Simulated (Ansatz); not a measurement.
Output of an Ansatz run (abridged):

```
WARN ansatz: RAYON_NUM_THREADS=1 ignored (pool sized by the plan → 1); use --threads N
Pseudopotentials: kind: paw
Pseudopotential: Al, paw, valence charge 3
Pseudopotential: Ni, paw, valence charge 18
Crystal: 2 atoms, lattice volume = 23.262 Å³
Basis set: ecut = 420 eV, 475 PW (Γ), exchange–correlation on 40×40×48 points (8 copies of the dense FFT grid, shifted against one another)
Bands: 15, of which v1, the nominal top of the filled ones, is band 11 counted from 1 (10 counted from 0)
Symmetry: 4 space group operations
Space group: Cmm2 (ITA 35), of the structure as read, at distance tolerance 2.9e-5 Å
k-points: 258 of 1584 (time reversal used)
PAW frozen core: Al, regenerated for the run's functional, and the local potential with it
PAW frozen core: Ni, regenerated for the run's functional, and the local potential with it
Initial density: superposition of atomic densities (neutral atoms: chi_scale 0, normalization atom), corrected by the library's trained network
Initial wavefunctions: pseudopotential atomic-orbital guess
Eigensolver: davidson
Functional: x = pbesol(κ = 0.804, μ = 0.12345679012345678), c = pbesol(β = 0.046)
SCF iter   1: F=—  HF=-6330.821642 eV  |F-HF|=—  |Δ(HF+E_count)|=         —  Δρ=1.83e-2  dr2=4.44e-2  ethr=1.77e-3  ⟨swp⟩=4.7  Hψ=17544  notcnv=0
all-band conjugate gradients solve this SCF's bands
preconditioner: auto → none
SCF iter   2: F=—  HF=-6330.816042 eV  |F-HF|=—  |Δ(HF+E_count)|=   5.60e-3  Δρ=5.94e-3  dr2=5.24e-3  ethr=2.12e-4  ⟨swp⟩=2.0  Hψ=6763  notcnv=0  defer=46
SCF iter   3: F=—  HF=-6330.815419 eV  |F-HF|=—  |Δ(HF+E_count)|=   6.22e-4  Δρ=9.24e-4  dr2=1.29e-4  ethr=2.50e-5  ⟨swp⟩=1.1  Hψ=3815  notcnv=0  defer=46
SCF iter   4: F=—  HF=-6330.815400 eV  |F-HF|=—  |Δ(HF+E_count)|=   1.92e-5  Δρ=7.09e-5  dr2=3.70e-7  ethr=6.12e-7  ⟨swp⟩=1.6  Hψ=4514  notcnv=0  defer=46
SCF iter   5: F=—  HF=-6330.815439 eV  |F-HF|=—  |Δ(HF+E_count)|=   3.92e-5  Δρ=1.84e-5  dr2=5.07e-8  ethr=1.76e-9  ⟨swp⟩=2.0  Hψ=6066  notcnv=0  defer=46
SCF iter   6: F=-6330.815439 eV  HF=-6330.815439 eV  |F-HF|=7.29e-10  |Δ(HF+E_count)|=   5.71e-9  Δρ=1.66e-6  dr2=5.02e-10  ethr=2.42e-10  ⟨swp⟩=4.0  Hψ=15134  notcnv=0
SCF 1 converged in 6 iterations: F = -6330.815439 eV  dr2 = 5.02e-10
SCF converged after 6 iterations
Free energy (F): -6330.815439 eV
Harris-Foulkes:  -6330.815439 eV  (|F-HF|=7.29e-10)
Internal energy: -6330.811358 eV  (E = F + TS)
E sigma→0 (E₀):  -6330.813398 eV
Entropy (-TS):   -0.004082 eV (-2.041 meV/atom)
Fermi energy:    14.306348 eV
--- Per-component energies (eV) ---
  E_band       = -329.203326
  E_kinetic    = 312.421562
  E_local      = -4423.662764  (includes V_loc(G=0)·N_el)
  E_nonlocal   = 648.474666
  E_hartree    = 1903.632772
  E_xc         = -126.092832
  E_vxc        = -141.378590  (∫ρ·V_xc dr)
  E_paw        = -2052.537927  (= ΣΔE_a)
  E_vpaw       = -532.325574  (= ΣTr[D̂ρ^β])
  E_aug_tail   = 0.000501  (compensation charges beyond the density's cutoff)
  E_ewald      = -2593.263763
  E_core_change = 0.216428  (= ΣΔE_core)
  E_smearing   = -0.004082  (= −TS)
  E_closure    = 0.000000  (closes the sum)
  Σ components = -6330.815439   (vs F -6330.815439, Δ=0.00e0)
--- Forces (eV/Å), atoms counted from 1 ---
  atom   1  Al     0.00000000     0.00000000    -0.33326712
  atom   2  Ni     0.00000000     0.00000000     0.33327160
  max |Σ_I F_I| component: 4.48e-6 eV/Å
--- Stress (GPa, compression-positive) ---
        5.412868       0.000000       0.000000
        0.000000       3.807183       0.000000
        0.000000       0.000000      -2.650449
  P = ⅓ Tr σ = 2.1899 GPa (21.899 kbar)
  The stress holds the Pulay correction. Without it, at fixed plane waves, as pw.x and ABINIT print it: P = 2.1310 GPa
--- Band table (eV; the first three rows and the last of 258) ---
  k-point 0: bands = ["-88.7397", "-49.3152", "-49.2706", "-49.2659", "2.9568", "10.8414", "10.9907", "12.6550", "12.6754", "12.9762", "17.2681", "21.3936", "21.4368", "21.5187", "22.9876"]
  k-point 1: bands = ["-88.7397", "-49.3160", "-49.2706", "-49.2658", "3.0894", "10.7787", "11.0149", "12.6161", "12.6371", "12.9796", "16.3630", "21.5611", "21.6028", "22.5914", "22.9688"]
  k-point 2: bands = ["-88.7396", "-49.3182", "-49.2705", "-49.2657", "3.4841", "10.5132", "11.0806", "12.5152", "12.5374", "12.9888", "14.8803", "22.0462", "22.0850", "22.9156", "24.5615"]
  k-point 257: bands = ["-88.7333", "-49.3175", "-49.3067", "-49.3026", "10.0705", "10.1230", "10.1529", "13.0730", "13.5009", "16.1513", "16.1623", "16.2783", "18.3024", "18.6920", "18.7871"]
```

The structure:

```xyz
2
Lattice="1.9329 -1.9473 0.0000 1.9329 1.9473 0.0000 0.0000 0.0000 3.0901" Properties=species:S:1:pos:R:3 pbc="T T T"
Al     0.0000     0.0000     0.0500
Ni     1.9329     0.0000     1.5451
```

Reconstruct the input of this run.

Other spellings and defaults could give the same log, and not every line can be read from it. The input that was run (DFT, PBEsol, plane waves, default PAW files made with PBE):

Ansatz 0.2 input:
```yaml
crystal:
  lattice:
    - [1.932879, -1.947330, 0.000000]
    - [1.932879, 1.947330, 0.000000]
    - [0.000000, 0.000000, 3.090132]
  atoms:
    - { symbol: Al, position: [0.000000, 0.000000, 0.016181] }
    - { symbol: Ni, position: [0.500000, 0.500000, 0.500000] }
basis:
  ecutwfc: 420.0 eV
kpoints:
  mp_grid:
    grid: [12, 12, 11]
hamiltonian:
  xc: pbesol
  pseudopotentials:
    kind: paw
scf:
  occupations:
    method: gaussian
    width: 0.1 eV
output:
  forces: true
  eigenvalues: true
  stress: true
```

The starting cell comes from a database of computed structures (which also holds hypothetical and non-ambient phases and stackings), without a prior relaxation at this level. Its lattice was rescaled by up to half a per cent. One atom was moved a little off its site on purpose. Spin polarisation is off. Ansatz's pressure includes its estimate of the finite-basis (Pulay) stress.

Ansatz is a quantum-chemistry and plane-wave program.
